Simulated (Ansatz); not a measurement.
**CaZrN₂ (R-3m, No. 166, 4 atoms in the cell; start mp-1029267): band gap by level of theory**

No measured value is used here.

| level (code) | value (eV) | cell (Å³/atom) |
|---|---|---|
| LDA (Ansatz) | 0.30 | 12.67 |
| PBEsol+SOC (Ansatz) | 0.35 (indirect) | 12.99 |
| r²SCAN+SOC (Ansatz) | 0.78 (indirect) | 12.99 |
| r²SCAN+rVV10 (Ansatz) | 0.80 | 13.18 |
| dielectric-dependent PBEsol hybrid (Ansatz) | 0.92 | 12.99 |
| HSE06+SOC (Ansatz) | 1.35 (indirect) | 12.99 |
| PBE0 (Ansatz) | 2.03 | 12.99 |
| r²SCAN0 (Ansatz) | 2.31 | 12.99 |

Computed values are for a static lattice. Levels without +SOC have no spin–orbit coupling; where heavier elements are present it shifts gaps, mostly down, and can invert bands.  Values are at the PBEsol cell; LDA at the level's own equilibrium cell; r²SCAN+rVV10 at the level's own relaxed cell. Cutoffs and k meshes differ between the levels. Ansatz's density-functional and Hartree–Fock values are scalar-relativistic unless marked +SOC, with PAW data made under PBE.

A start named mp-… is a Materials Project structure, which need not be a measured phase.

Ansatz is a program for electronic structure.
